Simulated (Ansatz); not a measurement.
A relaxation of the atoms of Sb (P-3m1, 2 atoms in the cell) with Ansatz (a quantum-chemistry and plane-wave program).

Computed with LDA (PW92), default PAW files made with PBE (plane waves; Ansatz).

The change in words: one atom moved by 0.15 angstrom; relax: default → atoms; relax.f_tol: default → 0.001 eV/Å. Reference geometry:
```
CELL_PARAMETERS angstrom
      3.37130     0.00000     0.00000
     -1.68565     2.91963     0.00000
      0.00000     0.00000     5.49751
ATOMIC_POSITIONS crystal
  Sb 0.33333 0.66667 0.25000
  Sb 0.66667 0.33333 0.75000
```

Reference input (self-consistent single point, DFT, LDA (PW92), plane waves, default PAW files made with PBE): basis.ecutwfc = 30.9 Ry; kpoints.mp_grid.grid = 11 11 6; hamiltonian.xc = lda; hamiltonian.pseudopotentials = {kind: paw} (the program's default PAW files); scf.occupations.method = gaussian; scf.occupations.width = 0.0073 Ry. This run's input differs from it in these lines:

```diff
@@ -6,3 +6,3 @@
   atoms:
-    - { symbol: Sb, position: [0.333333, 0.666667, 0.250000] }
+    - { symbol: Sb, position: [0.333333, 0.666667, 0.277285] }
     - { symbol: Sb, position: [0.666667, 0.333333, 0.750000] }
@@ -17,2 +17,4 @@
   occupations: { method: gaussian, width: 0.0073 Ry }
+relax:
+  f_tol: 0.001
 output:
```

The program printed (abridged):

```
   [... SCF lines of the steps left out ...]
relax step   1: F+E_penalty+E_count = -12671.12703964 eV  Δ(F+E_penalty+E_count) = +0.000e0 eV  max|allowed force component| = 1.769e-1 eV/Å  Δτ_max = 0.0000 Å  (7 SCF iters, dr2 threshold 1.00e-7 eV, accepted)
relax step   2: F+E_penalty+E_count = -12671.13637569 eV  Δ(F+E_penalty+E_count) = -9.336e-3 eV  max|allowed force component| = 1.003e-1 eV/Å  Δτ_max = 0.0331 Å  (4 SCF iters, dr2 threshold 1.96e-6 eV, accepted)
relax step   3: F+E_penalty+E_count = -12671.14012955 eV  Δ(F+E_penalty+E_count) = -3.754e-3 eV  max|allowed force component| = 1.179e-3 eV/Å  Δτ_max = 0.0412 Å  (5 SCF iters, dr2 threshold 6.29e-7 eV, accepted)
relax step   4: F+E_penalty+E_count = -12671.14012956 eV  Δ(F+E_penalty+E_count) = -9.411e-9 eV  max|allowed force component| = 1.147e-3 eV/Å  Δτ_max = 0.0000 Å  (4 SCF iters, accepted)
relax step   5: F+E_penalty+E_count = -12671.14013031 eV  Δ(F+E_penalty+E_count) = -7.517e-7 eV  max|allowed force component| = 3.028e-4 eV/Å  Δτ_max = 0.0005 Å  (4 SCF iters, accepted)
the relaxation is at rest under the 12 symmetry operations that the run kept from its start: a minimum is not shown …
Stability not checked: this state was not tested for a lower state beside it, because too few of the mixer's solves of this state at the end of the SCF gave a …
Free energy (F): -12671.140130 eV
Internal energy: -12671.134852 eV  (E = F + TS)
E sigma→0 (E₀):  -12671.137491 eV
Entropy (-TS):   -0.005279 eV (-2.639 meV/atom)
Fermi energy:    11.264977 eV
--- Forces (eV/Å), atoms counted from 1 ---
  atom   1  Sb    -0.00000000    -0.00000000    -0.00030284
   [... lines left out ...]
--- Relaxed structure (5 steps of the walk, 5 accepted, 0 SCFs on fresh bases) ---
  F+E_penalty+E_count = -12671.14013031 eV   max|allowed force component| = 3.028e-4 eV/Å
  atoms:
    - { symbol: Sb, position: [0.3333333333333333, 0.6666666666666666, 0.26367627463187454] }
    - { symbol: Sb, position: [0.6666666666666666, 0.3333333333333333, 0.7636087253681256] }
```

The run converged. 

Summary of the result:
- Free energy E − TS (on the zero of these files) = -12671.1401 eV
- Fermi level (on the code's own zero) = 11.26 eV
- Pressure = -3.46 GPa
- Relaxation steps = 5

The starting cell comes from a database of computed structures (which also holds hypothetical and non-ambient phases and stackings), without a prior relaxation at this level. Its lattice was rescaled by up to half a per cent. For this run, on top of that: one atom moved by 0.15 angstrom. The relaxation keeps the symmetry of its start, so its end need not be a minimum. Ansatz's pressure includes its estimate of the finite-basis (Pulay) stress.

Keys are those of Ansatz 0.2.
